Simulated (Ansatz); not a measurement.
The starting structures come from a database of crystals and need not be the phases stable at ambient conditions.

The decay constant κ of evanescent states in the gap governs leakage through a thin film.

Input:

```
CELL_PARAMETERS angstrom
      5.78863     0.00000     0.00000
     -0.04090     5.78849     0.00000
      0.18025     0.18153     5.72236
ATOMIC_POSITIONS crystal
  Cs 0.10102 0.10102 0.59346
  Ge 0.63092 0.63092 0.12967
  Br 0.59121 0.59121 0.57835
  Br 0.61567 0.07539 0.10280
  Br 0.07539 0.61567 0.10280
```

Space group of this cell: Cm. The cell is taken as given; by r2SCAN its mean pressure is -0.8 GPa.

Transport runs along the normal of the first two printed cell vectors.

The gap is the functional's own, uncorrected, and κ follows it; spin-orbit coupling is left out. Mid-gap values are interpolated between the computed energies.

Compute, with r2SCAN (Ansatz, a quantum-chemistry and plane-wave program), the band gap and the smallest decay constant κ at mid-gap.

Gap 1.76 eV on a 6×6×6 mesh; κ = 0.128 1/Å, at (0.500, 0.500) of the in-plane reciprocal vectors. At the zone centre, at the nearest computed energy, the slowest state has κ = 0.20 1/Å.
